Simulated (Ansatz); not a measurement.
Start from Ca in the fcc (Cu type) structure (space group Fm-3m, No. 225; relaxed with 0.1 eV smearing).

```yaml
crystal:
  lattice:
    - [0.00000, 2.78423, 2.78423]
    - [2.78423, 0.00000, 2.78423]
    - [2.78423, 2.78423, 0.00000]
  atoms:
    - { symbol: Ca, position: [0.00000, 0.00000, 0.00000] }
```

Cartesian axes are those of the cell as printed.

Method: r2SCAN in Ansatz (plane waves to 500 eV, PAW, no spin-orbit coupling).

Strains are applied to the cell and any free atomic positions relax; under biaxial strain the out-of-plane vector relaxes too.

One change was made to it. Results:

| quantity | base | after |
|---|---|---|
| energy relative to the base (free energy F) | 0 meV/atom | +3.8 meV/atom |
| pressure (mean of the normal stresses, compression positive) | 0.0 GPa | 0.7 GPa |

Problem. Name the change that was made.
A. uniaxial strain ε_zz = −1.75 %
B. uniaxial strain ε_zz = −3.55 %
C. uniaxial strain ε_xx = +4.10 %
D. biaxial strain −1.10 %, plane normal [001], relaxed out of plane
E. isotropic strain +2.80 %

Solution. B, uniaxial strain ε_zz = −3.55 %. For comparison, the energy relative to the base in the other runs: biaxial strain −1.10 %, plane normal [001], relaxed out of plane gives +0.6 meV/atom; isotropic strain +2.80 % gives +16 meV/atom; uniaxial strain ε_zz = −1.75 % gives +0.9 meV/atom; uniaxial strain ε_xx = +4.10 % gives +5.1 meV/atom.

Whether these cells are dynamically stable was not tested.

Ansatz is a first-principles code.
